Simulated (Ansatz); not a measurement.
Base system: Ge in the diamond structure (space group Fd-3m, No. 227; a = 5.676 Å). Axes: x, y, z lie along the cube axes.

Method: Ansatz (a first-principles code), PBEsol, PAW, cutoff 420 eV, no SOC.

Strains are applied to the cell and any free atomic positions relax; under biaxial strain the out-of-plane vector relaxes too.

One change was made to it. Results:

```csv
quantity,base,after
energy relative to the base (free energy F),0 meV/atom,+3.5 meV/atom
volume per atom,22.86 Å³,23.31 Å³
"pressure (mean of the normal stresses, compression positive)",0.0 GPa,-1.3 GPa
```

**Question.** Which of these changes matches the shifts?
A. biaxial strain +1.25 %, plane normal [111], relaxed out of plane
B. biaxial strain +2.50 %, plane normal [111], relaxed out of plane
C. biaxial strain −0.42 %, plane normal [111], relaxed out of plane

**Answer.** A, biaxial strain +1.25 %, plane normal [111], relaxed out of plane. For comparison, the energy relative to the base in the other runs: biaxial strain −0.42 %, plane normal [111], relaxed out of plane gives +0.4 meV/atom; biaxial strain +2.50 %, plane normal [111], relaxed out of plane gives +13 meV/atom.

Whether these cells are dynamically stable was not tested.
